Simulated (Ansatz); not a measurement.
Results of r²SCAN (PAW; Ansatz, an electronic-structure program) for AgZn (P-6m2, No. 187, 2 atoms in the cell; start mp-1187974; a measured phase of this formula has another space group).

Numerical settings: plane-wave cutoff 560 eV, 22×22×12 k mesh (along the axes of the cell as run), Fermi–Dirac smearing 0.05 eV, no spin polarisation, scalar-relativistic PAW data made under PBE.

Cell (relaxed at this level):

```cif
data_AgZn
_chemical_formula_sum 'Zn1 Ag1'
_space_group_name_H-M_alt 'P-6m2'
_space_group_IT_number 187
_space_group_name_Hall 'P -6 2'
_cell_length_a 2.87442
_cell_length_b 2.87442
_cell_length_c 4.40099
_cell_angle_alpha 90.000
_cell_angle_beta 90.000
_cell_angle_gamma 120.000
loop_
_atom_site_label
_atom_site_type_symbol
_atom_site_symmetry_multiplicity
_atom_site_Wyckoff_symbol
_atom_site_fract_x
_atom_site_fract_y
_atom_site_fract_z
_atom_site_occupancy
Zn1 Zn 1 e 0.66667 0.33333 0.00000 1
Ag1 Ag 1 d 0.33333 0.66667 0.50000 1
```

Estimate the bulk modulus that the calculation returns.


- bulk modulus = 101 GPa

The run finds no gap.

Note: the bulk modulus is −V dP/dV from two relaxed cells at ±2 % in volume; the relaxation could not lower the start's symmetry, so the cell can be a saddle point above a distorted one.

Computed values are for the static lattice.

Computing time: very roughly 5 core-minutes.

A start named mp-… is a Materials Project structure, which need not be a measured phase.
